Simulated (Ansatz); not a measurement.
**OH on the 1x1 (10-10) surface of wurtzite AlN (cut with top plane Al + N), one in a 2x1 cell, started at the site 'top N'**

Host crystal: wurtzite AlN, with a band gap (PBE, scalar-relativistic without spin-orbit coupling).

The numbers are results of r2SCAN, at the PBE geometry and the start's symmetry (plane waves to 500 eV, PAW; Ansatz, a quantum-chemistry and plane-wave program), not measurements.

Set-up: 34 atoms, 9.0 Å thick at the start under the adsorbate (thin: gaps and levels are the slab's own); mesh 3x4x1; 0.01 eV smearing; dipole correction on; single point; no symmetry held, on the structure that PBE left; spin-polarised, ending with about 1.0 μB a cell; orders that need a larger cell were not tried, no spin-orbit, no U, no dispersion correction. The program's check for a lower electronic state was not made. At the end it is bonded to Al. In D3-corrected PBE it is, or lies within 0.03 eV of, the lowest of the starts that converged.

```
Property                                                                                                                Result
--------------------------------------------------------------------------------------  --------------------------------------
adsorption energy against H2O(g) − ½ H2(g) at the same level                                                        -53 kJ/mol
change of the step from the bottom to the top vacuum level, against the clean slab                                     0.58 eV
height of the binding atom over the mean of the host atoms within 0.3 Å of the top one                                181.9 pm
magnetic moment of the cell                                                                                            1.00 μB
nearest host atoms of the binding atom                                                  Al at 1.73 Å, N at 2.94 Å, N at 3.05 Å
cost                                                                                     about 5 core-minutes (a rough figure)
```

A negative adsorption energy means that the adsorbate is more stable on the surface than in its reference.
